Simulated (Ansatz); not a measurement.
The starting structures come from a database of crystals and need not be the phases stable at ambient conditions.

 Where the default PAW files enter, the runs use the earlier of Ansatz's two default sets.

The decay constant κ of evanescent states in the gap governs leakage through a thin film.

Data:

```
CELL_PARAMETERS angstrom
      5.49019     0.00000     0.00000
     -1.31288     5.33091     0.00000
      1.79844     2.29509     6.56849
ATOMIC_POSITIONS crystal
  Na 0.33075 0.66925 0.25000
  Na 0.66925 0.33075 0.75000
  Mg 0.00000 0.00000 0.00000
  Mg 0.00000 0.00000 0.50000
  S  0.67844 0.32156 0.25000
  S  0.32156 0.67844 0.75000
  O  0.68308 0.12838 0.13591
  O  0.31692 0.87162 0.86409
  O  0.87162 0.31692 0.36409
  O  0.12838 0.68308 0.63591
  O  0.74540 0.59322 0.10438
  O  0.25460 0.40678 0.89562
  O  0.40678 0.25460 0.39562
  O  0.59322 0.74540 0.60438
  F  0.07782 0.92218 0.25000
  F  0.92218 0.07782 0.75000
```

Space group of this cell: C2/c. The cell is taken as given; by r2SCAN its mean pressure is -3.9 GPa.

Transport runs along the normal of the first two printed cell vectors.

The gap is the functional's own. No spin-orbit coupling. Mid-gap values are interpolated on the energy grid.

**Question.** Compute, with Ansatz (an electronic-structure program) with r2SCAN, the band gap and the smallest decay constant κ at mid-gap.

**Answer.** Gap 6.34 eV on a 6×6×6 mesh; κ = 0.515 1/Å, at the zone centre.
